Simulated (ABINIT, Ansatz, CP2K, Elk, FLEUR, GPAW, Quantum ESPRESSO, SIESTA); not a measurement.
One structure in several programs: Br (Cmce, 4 atoms in the cell)

Self-consistent single point.

```yaml
crystal:
  lattice:
    - [2.24022, -3.33533, 0.00000]
    - [2.24022, 3.33533, 0.00000]
    - [0.00000, 0.00000, 8.72087]
  atoms:
    - { symbol: Br, position: [0.86100, 0.86100, 0.88900] }
    - { symbol: Br, position: [0.63900, 0.63900, 0.38900] }
    - { symbol: Br, position: [0.36100, 0.36100, 0.61100] }
    - { symbol: Br, position: [0.13900, 0.13900, 0.11100] }
```

All programs got the same cell, k-point mesh and kind of occupations (in Ansatz's words: kpoints.mp_grid.grid = 5 5 2; scf.occupations.method = fermi_dirac; scf.occupations.width = 0.0007 Ry); potentials, basis and cutoffs are each program's usual ones.

```csv
code,model,pressure (GPa),largest force (eV/Å),gap on the mesh (eV),k-points,cutoff
Ansatz,"PBE, PAW files",1.91,0.737,1.791,18,default
CP2K,"PBE, GPW, DZVP-MOLOPT-SR-GTH basis, GTH-PBE potentials (GTH_POTENTIALS)",3.19,1.323,1.692,26,grid 400 Ry
Quantum ESPRESSO,"PBE, PseudoDojo standard norm-conserving (PBE) pseudopotentials",1.90,0.748,1.763,18,50 Ry
Elk,"PBE, all-electron FP-LAPW, Elk's shipped species files, APW+lo basis with extra local orbitals",–,0.611,1.797,18,rgkmax 7.5
GPAW,"PBE, GPAW PAW datasets PBE (gpaw-data 1.0.1)",2.19,0.881,1.785,18,600 eV
FLEUR,"PBE, all-electron FLAPW (FLEUR), scalar-relativistic valence",–,0.812,1.789,18,Kmax 4 1/bohr
SIESTA,"GGA PBE, numerical atomic orbitals DZP, PseudoDojo PBE standard norm-conserving potentials (rewritten from UPF to PSML)",-0.53,1.389,1.733,28,grid 350 Ry
ABINIT,"PBE, norm-conserving pseudopotentials (PseudoDojo nc-sr-05 PBE standard)",1.89,0.749,1.763,18,23 Ha
```

A dash marks a value that a program does not give, or that is left out as unsure.

Gaps are read on the mesh. Another mesh or the band path gives a smaller gap, so these values are not converged in the mesh.

The spread over the programs that give each value: pressure within 3.72 GPa; largest force within 0.778 eV/Å; gap on the mesh within 0.105 eV.

The starting cell has typed, rounded lattice constants, without a prior relaxation at this level. Its lattice was rescaled by a random factor within 2.5 % of one. On Ansatz's run: Another mesh or the band path of this cell gives a smaller gap, so this value is not converged in the mesh.

Task: Why do the programs differ, and what cannot be compared?

Result: Differences of this kind can come from the potentials, where these differ, and from what each basis and cutoff leave unconverged. The zero of total energies and Fermi levels follows the potentials and each program's conventions, so they are not compared here. CP2K and SIESTA use small atom-centred bases, whose incompleteness enters pressures, forces and empty levels differently from a plane-wave cutoff. Elk and FLEUR treat all electrons, but the usual bases taken here (sphere radii, linearisation, local orbitals, empty states) were not tested for convergence, so the values are no reference for the others. Ansatz's pressure is given at a fixed set of plane waves, as the other plane-wave codes print theirs. Ansatz's smearing width was typed in Ry to four decimals, so it matches the others to a few per cent. The programs reduce the same mesh by symmetry to different extents, which changes the work and not the result. In the pressure, CP2K (by 1.29) and SIESTA (by 2.43) lie more than 1 GPa from the median of the plane-wave programs. In the force vectors, CP2K (by 0.579), Elk (by 0.144), GPAW (by 0.133) and SIESTA (by 0.641) lie more than 0.08 eV/Å from the median of the plane-wave programs.

Ansatz is a program for electronic structure.

Keys are those of Ansatz 0.2.
